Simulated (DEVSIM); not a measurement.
System: Pt/AlN/p-In0.53Ga0.47As capacitor, at 250 K.

| layer (left to right) | material | thickness (nm) | Na (cm⁻³) |
|---|---|---|---|
| 1 | AlN | 12.0 | - |
| 2 | In0.53Ga0.47As | 6700 | 7.2e15 |

Metal gate on the left, work function 5.6 eV. Fixed charge at the semiconductor interface 0 cm⁻² (in units of +e); interface traps 2.4e11 cm⁻² eV⁻¹, uniform in energy, neutral level at 0.5 of the gap above the valence band.

This is a model device: material constants are rounded textbook-type values typed into the input, and sizes, dopings and lifetimes were drawn at random. Values at 300 K; Nc and Nv go as T^1.5, mobilities as T to minus their exponent, the gap by Varshni's rule with the affinity fixed.

```csv
parameter,AlN,In0.53Ga0.47As
gap (eV),6.1,0.74
affinity (eV),1.9,4.51
permittivity,8.5,13.9
Nc (cm⁻³),-,2.1e17
Nv (cm⁻³),-,7.7e18
Varshni α (eV/K),-,0.00035
Varshni β (K),-,190
```

Model (solved in DEVSIM): 1D Poisson equation in equilibrium, Boltzmann statistics, complete ionisation; no quantum confinement or tunnelling. Metal contacts follow the ideal Schottky-Mott rule: no Fermi-level pinning, no interface dipoles.

Task: Tabulate band edges, carrier densities and field at 0.85 V on the gate.

Result: Energies count from the Fermi level of the right contact; mesh points crowd at the junctions.

| x (μm) | Ec (eV) | Ev (eV) | n (cm⁻³) | p (cm⁻³) | field (V/cm) |
|---|---|---|---|---|---|
| 0.000 | 2.850 | -3.250 | < 1e2 | < 1e2 | 43000 |
| 0.001492 | 2.856 | -3.244 | < 1e2 | < 1e2 | 43000 |
| 0.004519 | 2.869 | -3.231 | < 1e2 | < 1e2 | 43000 |
| 0.008630 | 2.887 | -3.213 | < 1e2 | < 1e2 | 43000 |
| 0.01159 | 2.900 | -3.200 | < 1e2 | < 1e2 | 43000 |
| 0.01283 | 0.294 | -0.461 | 1.9e11 | 3.0e9 | 24000 |
| 0.01566 | 0.300 | -0.454 | 1.4e11 | 4.0e9 | 23000 |
| 0.02609 | 0.324 | -0.431 | 4.7e10 | 1.2e10 | 22000 |
| 0.04764 | 0.370 | -0.385 | 5.6e9 | 1.0e11 | 20000 |
| 0.09966 | 0.462 | -0.292 | 7.6e7 | 7.6e12 | 15000 |
| 0.2181 | 0.581 | -0.174 | 310000 | 1.8e15 | 5000 |
| 0.6894 | 0.610 | -0.144 | 80000 | 7.2e15 | ≈ 0 |
| 1.649 | 0.610 | -0.144 | 80000 | 7.2e15 | ≈ 0 |
| 3.787 | 0.610 | -0.144 | 80000 | 7.2e15 | ≈ 0 |
| 5.789 | 0.610 | -0.144 | 80000 | 7.2e15 | ≈ 0 |
| 6.330 | 0.610 | -0.144 | 80000 | 7.2e15 | ≈ 0 |
| 6.554 | 0.610 | -0.144 | 80000 | 7.2e15 | ≈ 0 |
| 6.645 | 0.610 | -0.144 | 80000 | 7.2e15 | ≈ 0 |
| 6.692 | 0.610 | -0.144 | 80000 | 7.2e15 | ≈ 0 |
| 6.705 | 0.610 | -0.144 | 80000 | 7.2e15 | ≈ 0 |
| 6.710 | 0.610 | -0.144 | 80000 | 7.2e15 | ≈ 0 |
| 6.712 | 0.610 | -0.144 | 80000 | 7.2e15 | ≈ 0 |
